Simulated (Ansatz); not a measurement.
Results of PBEsol-D3(BJ) (plane waves, PAW; Ansatz, a first-principles code) for rock-salt LaS.

Numerical settings: plane-wave cutoff 520 eV, 16×16×16 k mesh, Fermi–Dirac smearing 0.05 eV, scalar-relativistic PAW data made under PBE.

Pressure at four volumes; x = ln(V/23.649 Å³). One pressure is withheld.

```tsv
V (Å³/atom)	x	P (GPa)
22.230	-0.0619	6.93
23.649	0.0000	0.01
24.595	0.0392	-3.49
25.068	0.0583	?
```

Question: Pass a parabola P(x) through the three rows shown, estimate the bulk modulus and its pressure derivative near zero pressure, and predict the withheld pressure.

Answer: Slopes between the rows: (0.01 − (6.93))/(0.0000 − (-0.0619)) = -111.79 and (-3.49 − (0.01))/(0.0392 − (0.0000)) = -89.29 GPa. Their difference over the span 0.1011 is c = 22.50/0.1011 = 222.6 GPa, so P(x) = 6.93 + (-111.79)(x − (-0.0619)) + 222.6 (x − (-0.0619))(x − (0.0000)). At the middle row B = −dP/dx = −[-111.79 + 222.6 × 0.0619] = 98.0 GPa, and B′ = dB/dP = 2c/B = 4.5. At x = 0.0583 the parabola gives -4.95 GPa; the run gives -4.97 GPa. The Birch–Murnaghan fit to the energies at all volumes has B0 = 97.4 GPa and B′ = 4.5.

Note: the relaxation could not lower the start's symmetry, so the cell can be a saddle point above a distorted one; the volume lies 5 % below that of the published cell.

Spin–orbit coupling is not included; it can open a gap where bands touch, and shift volumes and moduli.
